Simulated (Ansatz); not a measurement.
# GaSb: response to strain

Consider GaSb in the zinc blende structure (space group F-43m, No. 216; a = 6.132 Å). Axes: x, y, z lie along the cube axes.

Strains are applied to the cell and any free atomic positions relax; under biaxial strain the out-of-plane vector relaxes too; under stress the whole cell relaxes.

Method: DFT with r2SCAN, PAW potentials and a 500 eV plane-wave cutoff in Ansatz (a program for electronic structure), no spin-orbit coupling.

Notes on the quantities. energy relative to the base: free energy F; pressure: mean of the normal stresses, compression positive.

| variant | space group | electron mass | energy relative to the base | gap character | pressure |
|---|---|---|---|---|---|
| base | F-43m (No. 216) | 0.023 mₑ (at Γ) | 0 meV/atom | direct at Γ | 0.01 GPa |
| biaxial strain −3.10 %, plane normal [001], relaxed out of plane | I-4m2 (No. 119) | ? | +17 meV/atom | direct at Γ | 2.13 GPa |
| biaxial strain −0.38 %, plane normal [001], relaxed out of plane | I-4m2 (No. 119) | 0.026 mₑ out of plane, 0.024 mₑ in plane (at Γ) | +0.2 meV/atom | direct at Γ | ? |
| biaxial strain −0.13 %, plane normal [001], relaxed out of plane | I-4m2 (No. 119) | 0.024 mₑ (at Γ) | 0.0 meV/atom | direct at Γ | 0.08 GPa |
| biaxial strain −0.89 %, plane normal [111], relaxed out of plane | R3m (No. 160) | 0.028 mₑ (at Γ) | +1.8 meV/atom | direct at Γ | 0.77 GPa |
| isotropic strain −4.05 % | F-43m (No. 216) | 1.0 mₑ along k, 0.18 mₑ across (off the special points) | +83 meV/atom | indirect, Γ → Γ–X (79 % along) | ? |
| uniaxial strain ε_xx = −0.76 % | I-4m2 (No. 119) | 0.025 mₑ along x, 0.026 mₑ across (at Γ) | +0.5 meV/atom | direct at Γ | 0.42 GPa |
| uniaxial strain ε_zz = −0.30 % | I-4m2 (No. 119) | 0.024 mₑ (at Γ) | +0.1 meV/atom | direct at Γ | 0.17 GPa |
| uniaxial strain ε_zz = +1.39 % | I-4m2 (No. 119) | – | +1.5 meV/atom | direct at Γ | -0.71 GPa |
| uniaxial stress, 3 GPa compression along z | I-4m2 (No. 119) | – | ? | direct at Γ | – |

What belongs in the blanks?


- biaxial strain −3.10 %, plane normal [001], relaxed out of plane, electron mass: 0.043 mₑ out of plane, 0.031 mₑ in plane (at Γ)
- biaxial strain −0.38 %, plane normal [001], relaxed out of plane, pressure: 0.24 GPa
- isotropic strain −4.05 %, pressure: 8.85 GPa
- uniaxial stress, 3 GPa compression along z, energy relative to the base: +15 meV/atom

Spin-orbit coupling, missing from the scalar runs, can matter with Sb. Effective masses come from finite differences of ±0.01 Å⁻¹. Along k means along the line from Γ to the band edge. Beyond what the load breaks, stability against distortions was not tested. Labels are those of the standard path for the cell's own space group.
